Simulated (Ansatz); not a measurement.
# MgO: response to strain

Base system: MgO in the rock salt structure (space group Fm-3m, No. 225; a = 4.215 Å). Axes: x, y, z lie along the cube axes.

Strains are applied to the cell and any free atomic positions relax; under biaxial strain the out-of-plane vector relaxes too.

Computed with Ansatz (an electronic-structure program) PBEsol, scalar-relativistic without spin-orbit coupling, earlier PAW set.

Candidates:
(a) uniaxial strain ε_yy = +4.07 %
(b) biaxial strain −2.34 %, plane normal [110], relaxed out of plane
(c) biaxial strain −2.45 %, plane normal [001], relaxed out of plane

For the base:

```
Item       Result
--------  -------
Band gap  4.62 eV
```

Order them by band gap, lowest first.

(a) uniaxial strain ε_yy = +4.07 % (4.19 eV), (b) biaxial strain −2.34 %, plane normal [110], relaxed out of plane (4.82 eV), (c) biaxial strain −2.45 %, plane normal [001], relaxed out of plane (4.89 eV)

Whether these cells are dynamically stable was not tested.
